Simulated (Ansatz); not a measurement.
**Carrier doping in BN**

The parent structure is BN in the zinc blende structure (space group F-43m, No. 216; a = 3.625 Å).

Carriers are added at fixed cell with a uniform background; the Fermi–Dirac width is that of 300 K.

All numbers come from PBE (Ansatz, a program for electronic structure; PAW; 420 eV plane waves; no spin-orbit coupling).

Candidates:
(a) holes 1.0×10^22 cm⁻³
(b) electrons 5.0×10^21 cm⁻³
(c) electrons 1.0×10^22 cm⁻³
(d) holes 5.0×10^21 cm⁻³
(e) holes 7.0×10^20 cm⁻³

For the base:

| Quantity | Value |
|---|---|
| Gap between the host's bands | 4.46 eV |

Problem. Order them by gap between the host's bands, highest first.

Solution. (a) holes 1.0×10^22 cm⁻³ (4.67 eV), (d) holes 5.0×10^21 cm⁻³ (4.57 eV), (e) holes 7.0×10^20 cm⁻³ (4.48 eV), (b) electrons 5.0×10^21 cm⁻³ (4.41 eV), (c) electrons 1.0×10^22 cm⁻³ (4.37 eV)

Carriers are added with a uniform compensating background; total energy and stress of such cells depend on the potential's zero and are not compared; many-body gap narrowing is missing at this level. Stability against distortions was not tested.
